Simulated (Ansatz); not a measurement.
# Ansatz run on Li2Ga (Cmcm, 6 atoms in the cell): self-consistent single point

Method of the run: r2SCAN, default PAW files made with PBE (plane waves; Ansatz, a quantum-chemistry and plane-wave program).

This input was run:

Ansatz 0.2 input:
```yaml
crystal:
  lattice:
    - [2.281000, -4.771000, 0.000000]
    - [2.281000, 4.771000, 0.000000]
    - [0.000000, 0.000000, 4.364000]
  atoms:
    - { symbol: Li, position: [0.588000, 0.412000, 0.250000] }
    - { symbol: Li, position: [0.412000, 0.588000, 0.750000] }
    - { symbol: Ga, position: [0.923700, 0.076300, 0.250000] }
    - { symbol: Ga, position: [0.076300, 0.923700, 0.750000] }
    - { symbol: Li, position: [0.243000, 0.757000, 0.250000] }
    - { symbol: Li, position: [0.757000, 0.243000, 0.750000] }
basis:
  ecutwfc: 500.0
kpoints:
  mp_grid: { grid: [8, 8, 7] }
hamiltonian:
  xc: r2scan
  pseudopotentials: { kind: paw }
scf:
  occupations: { method: gaussian, width: 0.1 }
output:
  forces: true
  eigenvalues: true
  stress: true
```

Log, with long lists cut:

```
WARN ansatz: RAYON_NUM_THREADS=1 ignored (pool sized by the plan → 1); use --threads N
Pseudopotentials: kind: paw
Pseudopotential: Li, paw, valence charge 3
Pseudopotential: Ga, paw, valence charge 13
Crystal: 6 atoms, lattice volume = 94.984 Å³
Basis set: ecut = 500 eV, 2423 PW (Γ), exchange–correlation on 160×160×128 points (64 copies of the dense FFT grid, shifted against one another)
Bands: 25, of which v1, the nominal top of the filled ones, is band 19 counted from 1 (18 counted from 0)
Symmetry: 8 space group operations
Space group: Cmcm (ITA 63), of the structure as read, at distance tolerance 4.6e-5 Å
k-points: 84 of 448
PAW frozen core: Ga, regenerated for the run's functional
Initial density: superposition of atomic densities (neutral atoms: chi_scale 0, normalization atom), corrected by the library's trained network
Initial wavefunctions: pseudopotential atomic-orbital guess
Eigensolver: davidson
Functional: x = r2scan, c = r2scan; τ floored in thin density (d = 2e-4 eV/Å³)
SCF iter   1: F=—  HF=-8402.973222 eV  |F-HF|=—  |Δ(HF+E_count)|=         —  Δρ=7.09e-3  dr2=5.47e-2  dr2_τ=5.63e-3  ethr=1.77e-3  ⟨swp⟩=5.7  Hψ=8889  notcnv=0  defer=5
all-band conjugate gradients solve this SCF's bands
preconditioner: auto → Kerker (q_TF=auto, 2.342 Å⁻¹)
SCF iter   2: F=—  HF=-8402.995465 eV  |F-HF|=—  |Δ(HF+E_count)|=   2.22e-2  Δρ=2.61e-3  dr2=1.59e-2  dr2_τ=9.40e-5  ethr=1.44e-4  ⟨swp⟩=2.0  Hψ=4745  notcnv=0  defer=127
SCF iter   3: F=—  HF=-8402.994353 eV  |F-HF|=—  |Δ(HF+E_count)|=   1.11e-3  Δρ=2.05e-3  dr2=9.19e-3  dr2_τ=3.44e-5  ethr=4.18e-5  ⟨swp⟩=2.0  Hψ=3173  notcnv=0  defer=127
SCF iter   4: F=—  HF=-8402.992959 eV  |F-HF|=—  |Δ(HF+E_count)|=   1.39e-3  Δρ=4.83e-4  dr2=3.40e-4  dr2_τ=1.40e-6  ethr=2.42e-5  ⟨swp⟩=2.0  Hψ=2387  notcnv=0  defer=127
SCF iter   5: F=—  HF=-8402.993021 eV  |F-HF|=—  |Δ(HF+E_count)|=   6.23e-5  Δρ=1.31e-4  dr2=2.38e-5  dr2_τ=1.59e-7  ethr=8.96e-7  ⟨swp⟩=3.0  Hψ=3548  notcnv=0  defer=127
SCF iter   6: F=—  HF=-8402.993031 eV  |F-HF|=—  |Δ(HF+E_count)|=   9.98e-6  Δρ=4.09e-5  dr2=1.68e-6  dr2_τ=1.21e-8  ethr=6.26e-8  ⟨swp⟩=2.0  Hψ=2392  notcnv=0  defer=127
SCF iter   7: F=—  HF=-8402.993033 eV  |F-HF|=—  |Δ(HF+E_count)|=   2.03e-6  Δρ=9.13e-6  dr2=1.17e-7  dr2_τ=6.18e-10  ethr=4.42e-9  ⟨swp⟩=2.0  Hψ=3230  notcnv=0  defer=127
SCF iter   8: F=-8402.993033 eV  HF=-8402.993033 eV  |F-HF|=2.46e-9  |Δ(HF+E_count)|=   8.35e-8  Δρ=2.49e-6  dr2=1.12e-8  dr2_τ=3.79e-11  ethr=2.63e-10  ⟨swp⟩=8.3  Hψ=9341  notcnv=0
SCF 1 converged in 8 iterations: F = -8402.993033 eV  dr2 = 1.12e-8
SCF converged after 8 iterations
Free energy (F): -8402.993033 eV
Harris-Foulkes:  -8402.993033 eV  (|F-HF|=2.46e-9)
Internal energy: -8402.986387 eV  (E = F + TS)
E sigma→0 (E₀):  -8402.989710 eV
Entropy (-TS):   -0.006646 eV (-1.108 meV/atom)
Fermi energy:    4.881550 eV
--- Per-component energies (eV) ---
  E_band       = -523.597015
  E_kinetic    = 317.625186
  E_local      = -4933.880851  (includes V_loc(G=0)·N_el)
  E_nonlocal   = 715.328531
  E_hartree    = 2224.959287
  E_xc         = -166.204986
  E_vxc        = -178.864790  (∫ρ·V_xc dr)
  E_paw        = -4089.537857  (= ΣΔE_a)
  E_vpaw       = -904.083441  (= ΣTr[D̂ρ^β])
  E_aug_tail   = -0.000483  (compensation charges beyond the density's cutoff)
  E_vtau       = 10.362900  (kinetic-family band-sum trace: ∫τ·v_τ [+ j·A + Jᵃ·Aᵃ] dr)
  E_ewald      = -2469.969075
  E_core_change = -1.306140  (= ΣΔE_core)
  E_smearing   = -0.006646  (= −TS)
  E_closure    = 0.000000  (closes the sum)
  Σ components = -8402.993033   (vs F -8402.993033, Δ=0.00e0)
--- Forces (eV/Å), atoms counted from 1 ---
  atom   1  Li     0.00000000     0.05732428     0.00000000
  atom   2  Li    -0.00000000    -0.05732428    -0.00000000
  atom   3  Ga    -0.00000000    -0.08274651    -0.00000000
  atom   4  Ga     0.00000000     0.08274651     0.00000000
  atom   5  Li    -0.00000000     0.09299700     0.00000000
  atom   6  Li     0.00000000    -0.09299700    -0.00000000
  max |Σ_I F_I| component: 1.39e-17 eV/Å
--- Stress (GPa, compression-positive) ---
       -1.279694       0.000000      -0.000000
        0.000000      -1.455468       0.000000
       -0.000000       0.000000      -1.424272
  P = ⅓ Tr σ = -1.3865 GPa (-13.865 kbar)
  The stress holds the Pulay correction. Without it, at fixed plane waves, as pw.x and ABINIT print it: P = -1.4179 GPa
--- Band table (eV; the first three rows and the last of 84) ---
  k-point 0: bands = ["-42.9035", "-42.8824", "-42.6367", "-42.6290", "-10.0220", "-9.9691", "-9.9358", "-9.9169", "-9.8766", "-9.8294", "-9.7743", "-9.7501", "-9.7496", "-9.6949", "-3.6938", "1.8648", "3.5738", "3.9332", "4.5279", "6.0505", [...]
  k-point 1: bands = ["-42.9023", "-42.8833", "-42.6364", "-42.6295", "-10.0333", "-9.9710", "-9.9207", "-9.9109", "-9.8823", "-9.8205", "-9.7784", "-9.7699", "-9.7511", "-9.6771", "-3.5397", "1.2710", "3.5322", "4.0188", "4.7030", "6.2001", [...]
  k-point 2: bands = ["-42.8992", "-42.8860", "-42.6355", "-42.6307", "-10.0403", "-9.9808", "-9.9254", "-9.8965", "-9.8736", "-9.8182", "-9.8010", "-9.7555", "-9.7505", "-9.6656", "-3.0778", "0.0067", "3.7821", "4.2440", "5.2186", "6.6059", [...]
  k-point 83: bands = ["-42.8942", "-42.8904", "-42.6342", "-42.6325", "-10.0270", "-10.0036", "-9.9174", "-9.9074", "-9.8516", "-9.8396", "-9.7841", "-9.7695", "-9.7155", "-9.6829", "-1.8766", "-0.9657", "1.8408", "2.5432", "4.9524", "6.1454", [...]
```

The run converged in 8 iterations.

The starting cell comes from a database of published, mostly measured structures (it also holds non-ambient and calculated ones), without a prior relaxation at this level. Ansatz's pressure includes its estimate of the finite-basis (Pulay) stress.
